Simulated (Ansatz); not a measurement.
Variants of one calculation on ZnCu2SnS4 (I-4, 8 atoms in the cell)

```xyz
8
Lattice="-2.7051 2.7051 5.4112 2.7051 -2.7051 5.4112 2.7051 2.7051 -5.4112" Properties=species:S:1:pos:R:3 pbc="T T T"
Zn     0.0000     2.7051     2.7056
Cu     0.0000     0.0000     0.0000
Cu     2.7051     0.0000     2.7056
Sn     0.0000     0.0000     5.4112
S      1.3106     1.2732     1.3960
S      1.2732     4.0996    -1.3960
S      1.3945     1.4319     6.8072
S      1.4319    -1.3945     4.0152
```

Base run A: PBE, PAW files run with Ansatz (a quantum-chemistry and plane-wave program), self-consistent single point.

Its settings: kpoints.mp_grid.grid = 5 5 5; hamiltonian.xc = pbe; hamiltonian.pseudopotentials = {kind: paw} (the program's default PAW files); scf.occupations.method = fermi_dirac; scf.occupations.width = 0.05 eV.

The starting cell comes from a database of computed structures (which also holds hypothetical and non-ambient phases and stackings), without a prior relaxation at this level. Spin polarisation is off. Ansatz's pressure includes its estimate of the finite-basis (Pulay) stress. A gap is left out here, as mesh or smearing make it unsure.

ΔF is the free energy per atom less that of run A. 

Runs:
- B: kpoints.mp_grid.grid: 5 5 5 → 2 2 2
- C: crystal.symmetry.detect: default → false
- D: scf.mixing.algorithm: default (the program chose MSR1) → anderson; scf.mixing.beta: default → 0.02
- E: scf.algorithm: default → direct_min
- F: scf.mixing.preconditioner: default (the program chose Resta) → resta; scf.mixing.eps_inf: default → 5
- G: scf.mixing.algorithm: default (the program chose MSR1) → anderson

```csv
run,ΔF (meV/atom),pressure (GPa),largest force (eV/Å),k-points
A,0.00,2.47,0.176,21
B,23.0,2.57,0.128,4
C,0.00,2.47,0.176,63
D,0.00,2.47,0.176,21
E,0.00,2.47,0.176,21
F,0.00,2.47,0.176,21
G,0.00,2.47,0.176,21
```

Run B against A: The free energy goes up by 23.0 meV/atom, the pressure hardly changes (2.47 to 2.57 GPa) and the largest force goes from 0.176 to 0.128 eV/Å.

Run D against A: The free energy is nearly the same (within 1 meV/atom), the pressure stays at 2.47 GPa and the largest force stays at 0.176 eV/Å.

Keys are those of Ansatz 0.2.
